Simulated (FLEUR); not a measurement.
Troubleshooting FLEUR: a failed run on WC (P-6m2, 2 atoms in the cell). The aim is a self-consistent single point with DFT, PBE, all-electron FLAPW (FLEUR), scalar-relativistic valence.

Cell that was meant: a = 2.9166 Å, b = 2.9166 Å, c = 2.8394 Å, α = 90.00°, β = 90.00°, γ = 120.00°.

Part of the input:

```xml
   </cell>
   <atomSpecies>
      <species name="Tungsten (W)" element="W" atomicNumber="74">
         <mtSphere radius="2.73" gridPoints="857" logIncrement="0.016"/>
         <atomicCutoffs lmax="10" lnonsphr="8"/>
         <electronConfig flipSpins="F">
            <coreConfig>(1s1/2) (2s1/2) (2p1/2) (2p3/2) (3s1/2) (3p1/2) (3p3/2) (4s1/2) (3d3/2) (3d5/2) (4p1/2) (4p3/2) (4d3/2) (4d5/2) (4f5/2) (4f7/2)</coreConfig>
[...]
         <lo type="SCLO" l="1" n="5" eDeriv="0"/>
      </species>
      <species name="Carbon (C)" element="C" atomicNumber="6">
         <mtSphere radius="1.55" gridPoints="487" logIncrement="0.021"/>
         <atomicCutoffs lmax="6" lnonsphr="4"/>
         <electronConfig flipSpins="F">
            <coreConfig>(1s1/2)</coreConfig>
```

Output (repeated stretches shortened):

```
      Welcome to FLEUR        (www.flapw.de)
      MaX-Release 8.1          (www.max-centre.eu)
**************FLEUR-Error*****************
Error message: Overlapping MT-radii of two neighbours detected.
Error occurred in subroutine: chkmt
Error from PE:0/1
 Last known location:
```

**Question.** Read the log: what does the program object to, and what is the fix?

**Answer.** The fault is overlapping muffin-tin spheres. The method divides space into non-overlapping spheres and the region between them. To fix it, shrink the radii. The program stopped before any SCF iteration.

The sound input it was made from differs as follows (other fixes are possible):
```diff
-         <mtSphere radius="2.73" gridPoints="857" logIncrement="0.016"/>
+         <mtSphere radius="2.48" gridPoints="857" logIncrement="0.016"/>
-         <mtSphere radius="1.55" gridPoints="487" logIncrement="0.021"/>
+         <mtSphere radius="1.41" gridPoints="487" logIncrement="0.021"/>
```

With that input, the run converged in 15 iterations: total energy -440940.2888 eV; Fermi level (on the code's own zero) 16.41 eV (DFT, PBE, all-electron FLAPW (FLEUR), scalar-relativistic valence).

On the sound input: the starting cell comes from a database of computed structures (which also holds hypothetical and non-ambient phases and stackings), without a prior relaxation at this level. Spin polarisation is off. Values depend on the basis (sphere radii, cutoffs, local orbitals), which need not be converged.
